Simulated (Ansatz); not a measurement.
C on the N site + O on the N site in metastable zinc-blende AlN: one set of geometries, relaxed with PBE, evaluated in Ansatz (PAW, plane waves to 420 eV, 500 eV under r2SCAN) with PBE, r2SCAN.

Details: 64-site cell; 2×2×2 shifted k-points; start: the N site; N 3.11 Å away; charged states image-corrected; finite-size errors of tenths of an eV; relaxed from one start, so a lower configuration may exist; flagged in the runs: a doubtful potential alignment, a strain field that reaches the edge of the cell.

| quantity | PBE | r2SCAN |
|---|---|---|
| host gap (eV) | 3.31 | (withheld) |
| ε(+1/0) above the VBM (eV) | 0.53 | (withheld) |
| largest moment on one atom at charge +1 (μB) | 0.33 | (withheld) |
| neutral formation energy against graphite, N2 molecule in a box, O2 molecule in a box (eV) | 1.03 | (withheld) |

Problem. Given the lower rungs, what does r2SCAN give?

Solution. 
- host gap (eV), r2SCAN: 3.92
- ε(+1/0) above the VBM (eV), r2SCAN: 0.79
- largest moment on one atom at charge +1 (μB), r2SCAN: 0.37
- neutral formation energy against graphite, N2 molecule in a box, O2 molecule in a box (eV), r2SCAN: 1.26

Ansatz is an electronic-structure program.
